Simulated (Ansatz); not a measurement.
Base system: SiC in the wurtzite structure (space group P6_3mc, No. 186).

```xyz
4
Lattice="3.0919 0.0000 0.0000 -1.5460 2.6777 0.0000 0.0000 0.0000 5.0742" Properties=species:S:1:pos:R:3 pbc="T T T"
Si     1.5460     0.8926     0.0026
Si     0.0000     1.7851     2.5397
C      1.5460     0.8926     3.1698
C      0.0000     1.7851     0.6327
```

Cartesian axes are those of the cell as printed.

Method: PBE in Ansatz (plane waves to 420 eV, PAW, without spin-orbit coupling), earlier PAW set.

One thing is altered: uniaxial strain ε_zz = +2.73 %, all other strain components held at zero; the atoms relax in the strained cell.

Predict the stress tensor and what it implies for the stiffness.

Stress of the strained cell less that of the base (GPa, compression positive):
```
  -1.14    0.00    0.00
   0.00   -1.14    0.00
   0.00    0.00  -13.61
```

Then −Δσ_ii/ε with ε = 0.0273 gives secant stiffness values (nonlinear terms included at this strain): C33 ≈ 498 GPa, C13 ≈ 42 GPa and C23 ≈ 42 GPa.

As a check, the harmonic strain energy −½ V₀ Δσ:ε is 12 meV/atom; the computed energy rise is 12 meV/atom.

No phonon test of stability was made.

Ansatz is an electronic-structure program.
